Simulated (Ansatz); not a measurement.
The structure below was relaxed with Ansatz (a program for electronic structure) r2SCAN, no spin-orbit coupling, earlier PAW set.

```
SnPb3O8
1.0
    4.91091    -3.35242     0.00000
    4.91091     3.35242     0.00000
   -0.00782     0.00000     4.93998
Sn Pb O
1 3 8
Direct
  0.00000   0.00000   0.00000
  0.50000   0.50000   0.00000
  0.00000   0.50000   0.50000
  0.50000   0.00000   0.50000
  0.15207   0.15207   0.29369
  0.64736   0.64736   0.31878
  0.85661   0.33465   0.81318
  0.33465   0.85661   0.81318
  0.14339   0.66535   0.18682
  0.66535   0.14339   0.18682
  0.35264   0.35264   0.68122
  0.84793   0.84793   0.70631
```

Q: Find the space group and the Wyckoff positions.

A: Space group C2/m (No. 12); a = 9.8218 Å, b = 6.7048 Å, c = 4.9400 Å, α = 90.00°, β = 90.09°, γ = 90.00°

```tsv
atom	site	symmetry	x	y	z
Sn	2a	2/m	0.0000	0.0000	0.0000
Pb	2b	2/m	0.0000	0.5000	0.0000
Pb	4f	-1	0.2500	0.2500	0.5000
O	4i	m	0.1521	0.0000	0.2937
O	4i	m	0.1474	0.5000	0.3188
O	8j	1	0.4044	0.2610	0.1868
```

These are small ordered cells, not random alloys; other orderings at the same x differ. No phonon test of stability was made. All final runs are without spin polarisation. The cell was made from SnO2 by this change: x(Pb) = 0.75, 12 atoms, C2/m.
